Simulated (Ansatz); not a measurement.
Candidates (primitive cells; geometry: cell and atoms relaxed with PBEsol):
A. Mo (Im-3m), a = 2.710 Å, b = 2.710 Å, c = 2.710 Å, α = 109.47°, β = 109.47°, γ = 109.47°
B. Pt (Fm-3m), a = b = c = 2.771 Å, α = β = γ = 60.00°
C. Nb (Im-3m), a = b = c = 2.834 Å, α = β = γ = 109.47°
D. Ti (P6_3/mmc), a = 2.9000 Å, b = 2.9000 Å, c = 4.5929 Å, α = 90.00°, β = 90.00°, γ = 120.00°
E. Al (Fm-3m), a = 2.8417 Å, b = 2.8417 Å, c = 2.8417 Å, α = 60.00°, β = 60.00°, γ = 60.00°

Problem. Rank these by root-mean-square Fermi velocity (highest first), as PBEsol, rigid bands in Ansatz (a first-principles code) gives it.

Solution. E (15.4 ×10⁵ m/s), A (8.9 ×10⁵ m/s), C (6.5 ×10⁵ m/s), B (4.8 ×10⁵ m/s), D (3.3 ×10⁵ m/s)

Metals at this level; values at 300 K, both spins, means over directions. As a rough test of the mesh, the Fermi surface's area from every second k point differs by up to 8 %. Spin-orbit coupling is left out.

The missing spin-orbit coupling matters most for Pt (Fm-3m).
